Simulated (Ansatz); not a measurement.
Abridged Ansatz (an electronic-structure program) output:

```
Relaxation: its limit of steps is 60 (relax.max_steps)
Pseudopotential: Pb, paw, valence charge 14
Pseudopotential: F, paw, valence charge 7
Crystal: 3 atoms, lattice volume = 53.323 Å³
Basis set: ecut = 420 eV, 1037 PW (Γ), exchange–correlation on 60×60×60 points (8 copies of the dense FFT grid, shifted against one another)
Bands: 18, of which v1, the nominal top of the filled ones, is band 14 counted from 1 (13 counted from 0)
Symmetry: 48 space group operations
k-points: 47 of 1000
Functional: x = pbe(κ = 0.804, μ = 0.2195149727645171), c = pbe(β = 0.06672455060314922)
SCF iter   1: F=—  HF=-13527.810805 eV  |F-HF|=—  |Δ(HF+E_count)|=         —  Δρ=7.28e-2  dr2=2.33e0  ethr=3.10e-3  ⟨swp⟩=6.4  Hψ=4468  notcnv=0
SCF iter   2: F=—  HF=-13527.300785 eV  |F-HF|=—  |Δ(HF+E_count)|=   5.10e-1  Δρ=4.59e-2  dr2=8.54e-1  ethr=3.10e-3  ⟨swp⟩=3.0  Hψ=2254  notcnv=0
SCF 1 converged in 7 iterations: F = -13527.137573 eV  dr2 = 7.68e-9
relax step   1: F+E_penalty+E_count = -13527.13757260 eV  Δ(F+E_penalty+E_count) = +0.000e0 eV  max|allowed force component| = 7.710e-18 eV/Å  Δτ_max = 0.0000 Å  P = +0.896 GPa  Ω = 53.323 Å³  (7 SCF iters, dr2 threshold 1.00e-7 eV, accepted)
[... steps on the carried basis left out ...]
relax step   7: F+E_penalty+E_count = -13527.12955743 eV  Δ(F+E_penalty+E_count) = +6.128e-5 eV  max|allowed force component| = 2.352e-17 eV/Å  Δτ_max = 0.0000 Å  P = +2.097 GPa  Ω = 52.460 Å³  stress off target by 3.07e-3 GPa  SCF on the basis re-selected at this cell (its energy is not comparable with the rows above)  (6 SCF iters)
SCF converged after 6 iterations
Free energy (F): -13527.129557 eV
Internal energy: -13527.129557 eV  (E = F + TS)
E sigma→0 (E₀):  -13527.129557 eV
Fermi energy:    7.316034 eV
--- Forces (eV/Å), atoms counted from 1 ---
  atom   1  Pb     0.00000000     0.00000000     0.00000000
  atom   2  F     -0.00000000    -0.00000000     0.00000000
  atom   3  F     -0.00000000     0.00000000    -0.00000000
--- Stress (GPa, compression-positive) ---
        2.096933      -0.000000      -0.000000
       -0.000000       2.096933       0.000000
       -0.000000       0.000000       2.096933
  P = ⅓ Tr σ = 2.0969 GPa (20.969 kbar)
--- Relaxed structure (5 steps of the walk, 5 accepted, 2 SCFs on fresh bases) ---
  cell:  # Å, volume = 52.4598 Å³
    - [-5.17498722090958e-35, 2.9712023208769316, 2.9712023208769316]
    - [2.9712023208769316, 3.7419138366576977e-35, 2.9712023208769316]
    - [2.9712023208769316, 2.9712023208769316, -2.5476860164477963e-35]
  atoms:
    - { symbol: Pb, position: [-5.6057075399047945e-34, 5.338209466222605e-34, 4.282767275920075e-34] }
    - { symbol: F, position: [0.7500000000000001, 0.7500000000000001, 0.7500000000000001] }
    - { symbol: F, position: [0.25, 0.25, 0.25] }
```

Question: What was computed, and what are the main results?

Answer: PbF2, 3 atoms in the cell, with PBE in Ansatz (plane waves to 420 eV, PAW, no spin-orbit coupling), earlier PAW set, from a series relaxed to a target (pressure 2.1 GPa). The last SCF converged to F = -13527.129557 eV, or -4509.0432 eV per atom, at a pressure of 2.10 GPa. The total energy compares only with runs of the same code, potentials and settings.

With Pb present, leaving out spin-orbit coupling can change the band edges. Load acts through the strain it causes; cell and atoms are relaxed under it. No phonon test of stability was made. The cell was made from PbF$_{2}$ in the fluorite structure (space group Fm-3m, No. 225) by this change: pressure 2.1 GPa.

Keys are those of Ansatz 0.2.
